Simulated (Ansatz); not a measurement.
# Cohesive energy of CsCl-type CoGa at several levels of theory

No measured value is used here.

```csv
level (code),value (eV/atom),cell (Å³/atom)
LDA (Ansatz),5.43,11.09
PBE (Ansatz),4.08,11.96
PBEsol (Ansatz),4.79,11.45
r²SCAN (Ansatz),3.94,11.50
HSE06 (Ansatz),2.96,11.43
PBE0 (Ansatz),3.06,11.41
```

HSE06, PBE0: the run has no spin polarisation, so it can have missed a magnetic state. HSE06, PBE0: the free atom's electronic state is in doubt. Each level is taken at its own relaxed cell. Cutoffs and k meshes differ between the levels. Ansatz's density-functional and Hartree–Fock values are scalar-relativistic unless marked +SOC, with PAW data made under PBE.

Ansatz is a first-principles code.
